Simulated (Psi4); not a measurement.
Psi4 1.11, TPSS/def2-svp: W(NH)2(Br)(OH) ([NH]=[W](=[NH])([OH])[Br]), 8 atoms. The geometry is a generated start, not checked to be a minimum at this level.

| Property | Value |
|---|---|
| task | energy |
| method | tpss |
| basis | def2-svp |
| memory | 3 GB |
| maxiter | 100 |
| keys of the molecule block | symmetry c1 |
| scf_type | df (default) |
| e_convergence | 1e-06 (default) |
| d_convergence | 1e-06 (default) |
| dft_radial_points | 75 (default) |
| dft_spherical_points | 302 (default) |
| effective core potentials | those of the basis set, past Kr |
| basis functions | 121 |
| grid points | 173880 |

```xyz
8

W     -0.1859    -0.1085     0.0922
N      1.1491    -1.2571    -0.2007
H      1.9514    -1.7923    -0.5385
N     -0.5708     0.8206    -1.3843
H     -0.5679     1.2860    -2.2939
Br    -2.1362    -1.4942     0.4570
O      0.0306     0.9510     1.6063
H      0.3297     1.5946     2.2619
```

Charge 0 and multiplicity 1 are set for this test and not shown to be the ground state.

With the defaults (diis_max_vecs = 10, diis = true, scf_initial_accelerator = adiis, damping_percentage = 0, guess = auto, which took SAD, level_shift = 0, level_shift_cutoff = 0.01) it converges in 13 SCF iterations. One run each on 2 threads, with these changes:
- guess = huckel
- guess = sapgau
- level_shift = 0.5, level_shift_cutoff = 0.001
- diis_max_vecs = 6
- diis = false, scf_initial_accelerator = none, damping_percentage = 60
- scf_initial_accelerator = none
- guess = sadno
- diis_max_vecs = 3
- guess = core

Task: Which of these changes keep the SCF from converging, or lead it to another solution?

Result: No convergence: diis_max_vecs = 3; diis = false, scf_initial_accelerator = none, damping_percentage = 60 (the run ends without SCF convergence in 100 iterations). The rest reach the solution of the defaults.

```
setting                                                                SCF iterations             end
---------------------------------------------------------------------  --------------  --------------
the defaults                                                                       13   same solution
scf_initial_accelerator = none                                                     13   same solution
level_shift = 0.5, level_shift_cutoff = 0.001                                      13   same solution
diis_max_vecs = 6                                                                  14   same solution
guess = huckel                                                                     15   same solution
guess = sadno                                                                      15   same solution
guess = core                                                                       18   same solution
guess = sapgau                                                                     18   same solution
diis_max_vecs = 3                                                                 100  no convergence
diis = false, scf_initial_accelerator = none, damping_percentage = 60             100  no convergence
```

1 further run of the study ended by our limits or in an error and is left out.
